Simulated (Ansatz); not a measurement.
## Response to strain in HfC

The parent structure is HfC in the rock salt structure (space group Fm-3m, No. 225; a = 4.651 Å; relaxed with 0.1 eV smearing).

Strains are applied to the cell and any free atomic positions relax.

The values are results of PBE, PAW, 420 eV (Ansatz, an electronic-structure program; scalar-relativistic without spin-orbit coupling), not measurements.

Notes on the quantities. energy relative to the base: free energy F.

```json
[
 {"change": "base", "energy relative to the base": "0 meV/atom", "pressure": "0.0 GPa", "shortest interatomic distance": "2.326 Å"},
 {"change": "isotropic strain −3.00 %", "energy relative to the base": "+81 meV/atom", "pressure": "25.6 GPa", "shortest interatomic distance": "2.256 Å"},
 {"change": "isotropic strain −2.50 %", "energy relative to the base": "+56 meV/atom", "pressure": "20.6 GPa", "shortest interatomic distance": "2.268 Å"},
 {"change": "isotropic strain −1.50 %", "energy relative to the base": "+19 meV/atom", "pressure": "11.6 GPa", "shortest interatomic distance": "2.291 Å"},
 {"change": "isotropic strain −1.00 %", "energy relative to the base": "+8.5 meV/atom", "pressure": "7.5 GPa", "shortest interatomic distance": "2.302 Å"},
 {"change": "isotropic strain −0.50 %", "energy relative to the base": "+2.1 meV/atom", "pressure": "3.6 GPa", "shortest interatomic distance": "2.314 Å"},
 {"change": "isotropic strain +0.50 %", "energy relative to the base": "+2.0 meV/atom", "pressure": "-3.4 GPa", "shortest interatomic distance": "2.337 Å"},
 {"change": "isotropic strain +1.00 %", "energy relative to the base": "+8.0 meV/atom", "pressure": "-6.6 GPa", "shortest interatomic distance": "2.349 Å"},
 {"change": "isotropic strain +2.00 %", "energy relative to the base": "+31 meV/atom", "pressure": "-12.4 GPa", "shortest interatomic distance": "2.372 Å"},
 {"change": "isotropic strain +3.00 %", "energy relative to the base": "+68 meV/atom", "pressure": "-17.4 GPa", "shortest interatomic distance": "2.395 Å"}
]
```

Stability against distortions was not tested. The final runs are not spin-polarised.
